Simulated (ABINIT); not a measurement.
Worked example: self-consistent single point of CaF (P6_3mc, 4 atoms in the cell) in ABINIT.

Level of theory: PBEsol, norm-conserving pseudopotentials (PseudoDojo nc-sr-04 PBEsol standard) (plane waves; ABINIT).

```
CELL_PARAMETERS angstrom
      3.95322     0.00000     0.00000
     -1.97661     3.42359     0.00000
      0.00000     0.00000     6.43637
ATOMIC_POSITIONS crystal
  Ca 0.33333 0.66667 0.99988
  Ca 0.66667 0.33333 0.49988
  F  0.33333 0.66667 0.37512
  F  0.66667 0.33333 0.87512
```

Reference input (self-consistent single point, DFT, PBEsol, plane waves, norm-conserving pseudopotentials (PseudoDojo nc-sr-04 PBEsol standard)): pseudos = [Ca.upf, F.upf]; ecut = 42 Ha; occopt = 7; tsmear = 0.136 eV; ngkpt = 13 13 7; nshiftk = 1; shiftk = 0 0 0; potentials = PseudoDojo nc-sr-04 PBEsol standard; nband = 23; kptopt = 1; nstep = 50; tolvrs = 1e-11. This run's input differs from it in these lines:

```diff
@@ -22,3 +22,3 @@
 kptopt 1
-ngkpt 13 13 7
+ngkpt 5 5 3
 nshiftk 1
```

Log, with long lists cut:

```
--- !BeginCycle
solver: {iscf: 7, nstep: 50, nline: 4, wfoptalg: 0, }
tolerances: {tolvrs: 1.00E-11, }
...

     iter   Etot(hartree)      deltaE(h)  residm     vres2
 ETOT  1  -126.36569282127    -1.264E+02 1.351E-01 5.406E+02
 ETOT  2  -126.41371575996    -4.802E-02 9.275E-03 6.915E+02
 ETOT  3  -126.60767292699    -1.940E-01 3.635E-03 3.061E+01
 ETOT  4  -126.61298151423    -5.309E-03 1.305E-03 8.717E-01
 ETOT  5  -126.61317139658    -1.899E-04 9.923E-04 1.589E-02
   [... 5 lines left out ...]
 ETOT 11  -126.61317413295    -2.524E-11 2.614E-04 8.133E-10
 ETOT 12  -126.61317413295    -7.091E-12 3.440E-04 8.168E-11
 ETOT 13  -126.61317413296    -3.553E-12 2.689E-04 2.464E-11
 ETOT 14  -126.61317413295     3.865E-12 2.133E-04 3.623E-13
 At SCF step   14       vres2   =  3.62E-13 < tolvrs=  1.00E-11 =>converged.

 Cartesian components of stress tensor (hartree/bohr^3)
  sigma(1 1)=  4.42410539E-05  sigma(3 2)=  0.00000000E+00
  sigma(2 2)=  4.42410539E-05  sigma(3 1)=  0.00000000E+00
  sigma(3 3)=  5.86248281E-05  sigma(2 1)=  2.21108348E-14

 ----iterations are completed or convergence reached----

 reduced coordinates (array xred) for    4 atoms
       0.333333333333      0.666666666667      0.999880000000
       0.666666666667      0.333333333333      0.499880000000
       0.333333333333      0.666666666667      0.375120000000
       0.666666666667      0.333333333333      0.875120000000
 cartesian forces (eV/Angstrom) at end:
    1      0.00000000000000    -0.00000000000000     0.00717824665511
   [... lines left out ...]
 Fermi (or HOMO) energy (hartree) =   0.20089   Average Vxc (hartree)=  -0.32256
   [... lines left out ...]
total_energy        : -1.26613174132953E+02
total_energy_eV     : -3.44531968306481E+03
band_energy         : -1.68404351793869E+01
...

-Cartesian components of stress tensor (GPa)         [Pressure= -1.4427E+00 GPa]
- sigma(1 1)=  1.30161653E+00  sigma(3 2)=  0.00000000E+00
- sigma(2 2)=  1.30161653E+00  sigma(3 1)=  0.00000000E+00
- sigma(3 3)=  1.72480170E+00  sigma(2 1)=  6.50523108E-10

 Calculation completed.
```

The run converged in 14 iterations. Against the reference run the free energy stays essentially unchanged (within 1 meV/atom), the pressure goes from -1.58 to -1.44 GPa and the largest force hardly changes (0.003 to 0.007 eV/Å).

The starting cell comes from a database of computed structures (which also holds hypothetical and non-ambient phases and stackings), without a prior relaxation at this level. The run gives no clean gap (levels at the Fermi energy touch, overlap or are partly filled at this smearing), which alone does not show that the compound is a metal.

Cost on one core of a shared machine: roughly 50 s.
